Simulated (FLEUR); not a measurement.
```
CrO2
1.0
    4.34305     0.00000     0.00000
    0.00000     4.34305     0.00000
    0.00000     0.00000     2.87018
Cr O
2 4
Cartesian
  0.00000   0.00000   1.43509
  2.17153   2.17153   0.00000
  0.85671   0.85671   0.00000
  3.48634   3.48634   0.00000
  1.31482   3.02824   1.43509
  3.02824   1.31482   1.43509
```
Moments meant for the start (each program seeds them in its own way; μB, in the order of the atoms Cr Cr O O O O): 3.0 3.0 0.0 0.0 0.0 0.0.

Computed with LDA (Perdew-Zunger), all-electron FLAPW (FLEUR), scalar-relativistic valence in FLEUR.

The set-up and first iterations of a FLEUR log for CrO2 (P4_2/mnm, 6 atoms in the cell):

```
      Welcome to FLEUR        (www.flapw.de)
      MaX-Release 8.1          (www.max-centre.eu)

 ========== k-point set info ==========
 Selected k-point list: default-1
 k-point list type: mesh
 5 x 5 x 7
 Number of k points: 24

 ------------Calculation Setup---------------------------
           1           2           3           4           6           8          12          24
 Number of basis functions:          687
 Iteration:     1   Distance:      51.73897932 me/bohr^3
 Iteration:     2   Distance:      43.28961105 me/bohr^3
 Iteration:     3   Distance:      22.63886470 me/bohr^3
 Iteration:     4   Distance:      24.58638210 me/bohr^3
 Iteration:     5   Distance:      12.60115155 me/bohr^3
```

### Question
Will this run converge, and how will it end?

### Answer
The run converged in 25 iterations. Its thresholds were met; that alone does not show that basis and mesh suffice. It ends on: free energy E − TS -65226.1675 eV; Fermi level (on the code's own zero) 8.66 eV; largest force (vector length) 0.089 eV/Å; size of the cell's spin moment 3.90 μB; site moments (μB, in the program's spheres or projections) Cr 1.86, Cr 1.86, O -0.02, O -0.02, O -0.02, O -0.02. The log goes on:

```
   [... 16 lines left out ...]
 Iteration:    22   Distance:       0.00007546 me/bohr^3
 Iteration:    23   Distance:       0.00005480 me/bohr^3
 Iteration:    24   Distance:       0.00002678 me/bohr^3
 Iteration:    25   Distance:       0.00000262 me/bohr^3
 Reset of history
 Run finished successfully
 Stop message:
   Structural relaxation: new displacements generated

[file out, last iteration]
             iter=     26
[...]
          total density-effective poten   -3.7869375207E+03
          total charge density-energy d   -1.2568525534E+02
 Updated energy parameters for spin:           1
 Updated energy parameters for spin:           2
[...]
 fermi energy and band-weighting factors:

[...]
FERMIE:
          first approx. to ef    (T=0)  :   0.318349 htr   (energy of the highest occ. eigenvalue)
          number of occ. states  (T=0)  :       1250
          first approx. to seigv (T=0)  : -23.061791 htr
          sum of weights of occ. states :  52.040000
          sum of semicore charge        :   0.000000 e
FERHIS:  Fermi-Energy by histogram:
          bandgap                     :   0.000094 htr
          charge neutrality (T=0)     :   0.040000    (zero if the highest occ. eigenvalue is "entirely" occupied)
   [... lines left out ...]
     EF_NEWTON:  Adjust Fermi-Energy by Newton-Method.
 Direct bandgap for spin            1 :    4.2397436373882713E-003  Htr
 Direct bandgap for spin            2 :    5.2511314825520794E-002  Htr
 ---->    free energy=                     -2397.0174423701 htr
   [... lines left out ...]
SPIN-2 FORCE FOR ATOM TYPE=  2  X=  1.619   Y=  1.619   Z=  0.000      FX_SP =-0.002151 FY_SP =-0.002151 FZ_SP = 0.000000
 ***** TOTAL FORCES ON ATOMS *****
 TOTAL FORCE FOR ATOM TYPE=  1  X=  0.000   Y=  0.000   Z=  2.712
                       FX_TOT= 0.000000 FY_TOT= 0.000000 FZ_TOT= 0.000000
 TOTAL FORCE FOR ATOM TYPE=  2  X=  1.619   Y=  1.619   Z=  0.000
                       FX_TOT=-0.001226 FY_TOT=-0.001226 FZ_TOT= 0.000000
```

For comparison: a first run (DFT, PBE, all-electron FLAPW (FLEUR), scalar-relativistic valence) was changed to give this one (xcFunctional: pbe → pz), and from it to this one the largest force goes from 0.038 to 0.089 eV/Å and the size of the net moment hardly changes (0.67 to 0.65 μB/atom).

The starting cell comes from a database of computed structures (which also holds hypothetical and non-ambient phases and stackings), without a prior relaxation at this level. Its lattice was rescaled by a random factor within 2.5 % of one. The magnetic order is the one reached from the typed start; others were not searched systematically. Values depend on the basis (sphere radii, cutoffs, local orbitals), which need not be converged. The log's line on a gap gives a spacing of levels on this mesh, which the program prints for metals too.

FLEUR gives forces in its relaxation mode, with a further iteration, so its stop message speaks of a relaxation.

The run was DFT, LDA (Perdew-Zunger), all-electron FLAPW (FLEUR), scalar-relativistic valence. Main settings of its input:

```
key                            value
--------------------  --------------
Kmax                      4.7 1/bohr
GmaxXC                   16.4 1/bohr
xcFunctional                      pz
jspins                             2
l_soc                              F
mode                            hist
fermiSmearingEnergy   0.00499791 Htr
mesh (inpgen div1-3)           5 5 7
inpgen gamma flag              false
Gmax                     16.4 1/bohr
numbands                           0
maxIterBroyd                      15
```
